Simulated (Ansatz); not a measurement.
Input and output of a self-consistent single point for SiSbPt₅ (P4mm, 7 atoms in the cell) (Ansatz, a quantum-chemistry and plane-wave program).

Method of the run: LDA (PW92), default PAW files made with PBE (plane waves; Ansatz).

```
CELL_PARAMETERS angstrom
      3.91277     0.00000     0.00000
      0.00000     3.91277     0.00000
      0.00000     0.00000     7.48421
ATOMIC_POSITIONS crystal
  Si 0.50000 0.50000 0.00668
  Sb 0.00000 0.00000 0.50000
  Pt 0.00000 0.00000 0.00000
  Pt 0.50000 0.00000 0.74882
  Pt 0.50000 0.00000 0.25118
  Pt 0.00000 0.50000 0.74882
  Pt 0.00000 0.50000 0.25118
```

Reference input (self-consistent single point, DFT, LDA (PW92), plane waves, default PAW files made with PBE): basis.ecutwfc = 420 eV; kpoints.mp_grid.grid = 7 7 3; hamiltonian.xc = lda; hamiltonian.pseudopotentials = {kind: paw} (the program's default PAW files); scf.occupations.method = gaussian; scf.occupations.width = 0.1 eV. This run's input differs from it in these lines:

Ansatz 0.2 input:
```diff
@@ -15,3 +15,3 @@
 basis:
-  ecutwfc: 420.0 eV
+  ecutwfc: 145.0 eV
 kpoints:
```

Log, with long lists cut:

```
SCF iter   1: F=—  HF=-67860.191189 eV  |F-HF|=—  |Δ(HF+E_count)|=         —  Δρ=4.63e-1  dr2=1.86e2  ethr=1.77e-3  ⟨swp⟩=5.8  Hψ=4699  notcnv=0  defer=8
all-band conjugate gradients solve this SCF's bands
preconditioner: auto → LDOS
SCF iter   2: F=—  HF=-67797.117860 eV  |F-HF|=—  |Δ(HF+E_count)|=    6.31e1  Δρ=2.21e-1  dr2=6.42e1  ethr=1.77e-3  ⟨swp⟩=4.2  Hψ=3743  notcnv=0  defer=80
   [... lines left out ...]
SCF iter   7: F=—  HF=-67768.010899 eV  |F-HF|=—  |Δ(HF+E_count)|=   2.84e-3  Δρ=6.04e-4  dr2=1.15e-3  ethr=1.15e-5  ⟨swp⟩=2.0  Hψ=1784  notcnv=0  defer=86
SCF iter   8: F=—  HF=-67768.010684 eV  |F-HF|=—  |Δ(HF+E_count)|=   2.16e-4  Δρ=1.32e-4  dr2=4.73e-5  ethr=1.05e-6  ⟨swp⟩=2.0  Hψ=1666  notcnv=0  defer=86
SCF iter   9: F=—  HF=-67768.010644 eV  |F-HF|=—  |Δ(HF+E_count)|=   3.99e-5  Δρ=2.28e-5  dr2=8.41e-7  ethr=4.34e-8  ⟨swp⟩=2.0  Hψ=1874  notcnv=0  defer=86
SCF iter  10: F=-67768.010644 eV  HF=-67768.010644 eV  |F-HF|=6.56e-8  |Δ(HF+E_count)|=   2.30e-7  Δρ=5.18e-6  dr2=8.07e-8  ethr=9.17e-11  ⟨swp⟩=10.6  Hψ=5182  notcnv=0
SCF 1 converged in 10 iterations: F = -67768.010644 eV  dr2 = 8.07e-8
Free energy (F): -67768.010644 eV
Internal energy: -67767.988377 eV  (E = F + TS)
E sigma→0 (E₀):  -67767.999511 eV
Entropy (-TS):   -0.022266 eV (-3.181 meV/atom)
Fermi energy:    20.379114 eV
--- Forces (eV/Å), atoms counted from 1 ---
  atom   1  Si    -0.00000000     0.00000000    -0.32881022
  atom   2  Sb     0.00000000     0.00000000     0.12598686
  atom   3  Pt    -0.00000000     0.00000000    -0.22557614
  atom   4  Pt    -0.00000000     0.00000000     3.96891513
  atom   5  Pt     0.00000000     0.00000000    -3.74212673
  atom   6  Pt     0.00000000     0.00000000     3.96891513
  atom   7  Pt     0.00000000     0.00000000    -3.74212673
--- Stress (GPa, compression-positive) ---
      -10.214807       0.000000       0.000000
        0.000000     -10.214807       0.000000
        0.000000       0.000000      23.829553
  P = ⅓ Tr σ = 1.1333 GPa (11.333 kbar)
  The stress holds the Pulay correction. Without it, at fixed plane waves, as pw.x and ABINIT print it: P = -1772.2951 GPa
```

The run converged in 10 iterations. Against the reference run the free energy goes up by 57.6 eV/atom, the pressure goes from -3.68 to 1.13 GPa and the largest force goes from 0.098 to 3.969 eV/Å.

The starting cell comes from a database of computed structures (which also holds hypothetical and non-ambient phases and stackings), without a prior relaxation at this level. Its lattice was rescaled by up to half a per cent. One atom was moved a little off its site on purpose. Spin-orbit coupling is off. Spin polarisation is off. Forces in this geometry exceed 1 eV/Å. Ansatz's pressure includes its estimate of the finite-basis (Pulay) stress. Without the estimate this run gives -1772.30 GPa. The cutoff lies below the one recommended for these files.
